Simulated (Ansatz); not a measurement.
## Habitual settings against a tight run: As (R-3m, 2 atoms in the cell)

Self-consistent single point.

```yaml
crystal:
  lattice:
    - [1.86934, 1.07926, 3.68841]
    - [-1.86934, 1.07926, 3.68841]
    - [0.00000, -2.15852, 3.68841]
  atoms:
    - { symbol: As, position: [0.22443, 0.22443, 0.22443] }
    - { symbol: As, position: [0.77557, 0.77557, 0.77557] }
```

Method: PBEsol, default PAW files made with PBE (plane waves; Ansatz, a program for electronic structure).

Base settings: basis.ecutwfc = 420 eV; kpoints.mp_grid.grid = 9 9 9; hamiltonian.xc = pbesol; hamiltonian.pseudopotentials = {kind: paw} (the program's default PAW files); scf.occupations.method = gaussian; scf.occupations.width = 0.272 eV.

Tight run (finer mesh or higher cutoff; not a proven limit): basis.ecutwfc: 420 eV → 590 eV; kpoints.mp_grid.grid: 9 9 9 → 13 13 13; scf.convergence.dr2_threshold: default (1e-07 eV) → 1e-09 eV. It gave Fermi level (on the code's own zero) 10.21 eV; pressure -0.55 GPa; largest force (vector length) 0.272 eV/Å.

Quick runs, as changes from the base:
- A: the base itself
- B: basis.ecutwfc: 420 eV → 335 eV; kpoints.mp_grid.grid: 9 9 9 → 6 6 6
- C: basis.ecutwfc: 420 eV → 210 eV; kpoints.mp_grid.grid: 9 9 9 → 8 8 8; hamiltonian.xc: pbesol → lda [LDA (PW92)]
- D: basis.ecutwfc: 420 eV → 295 eV; kpoints.mp_grid.grid: 9 9 9 → 8 8 8; kpoints.mp_grid.shift: default → 0.5 0.5 0.5; scf.convergence.dr2_threshold: default (1e-07 eV) → 0.0001 eV
- E: basis.ecutwfc: 420 eV → 335 eV; kpoints.mp_grid.grid: 9 9 9 → 2 2 2
- F: basis.ecutwfc: 420 eV → 250 eV; kpoints.mp_grid.grid: 9 9 9 → 3 3 3; scf.occupations.method: gaussian → cold; scf.occupations.width: 0.272 eV → 0.2 eV; width narrowed by the program to 0.1360 eV

Energies are extrapolated to zero smearing width, which holds to low order in the width alone.

Dashes: energy of C, another energy zero.

† marks runs with another functional, U, potentials or spin treatment: their distance from the tight run is not a convergence error alone.

The count of work is k-points × plane waves × bands × iterations; it is no time. 

Pressures in the table are Ansatz's without its Pulay estimate, at a fixed set of plane waves; the tight run's value above holds the estimate.

The starting cell comes from a database of computed structures (which also holds hypothetical and non-ambient phases and stackings), without a prior relaxation at this level. Its lattice was rescaled by a random factor within 2.5 % of one.

```tsv
run	energy less tight (meV/atom)	pressure less tight (GPa)	largest miss in a force vector (eV/Å)	count of work / tight
A	-3.3	-0.04	0.005	0.16
B	-6.4	-0.98	0.088	0.044
C†	–	-119.12	0.012	0.051
D	75.4	-5.83	0.020	0.066
E	870.5	8.94	2.038	0.0055
F	605.5	-33.54	0.291	0.0073
```

Among the runs at the tight run's level, the energy misses run from 3.3 to 870.5 meV/atom.

Keys are those of Ansatz 0.2.
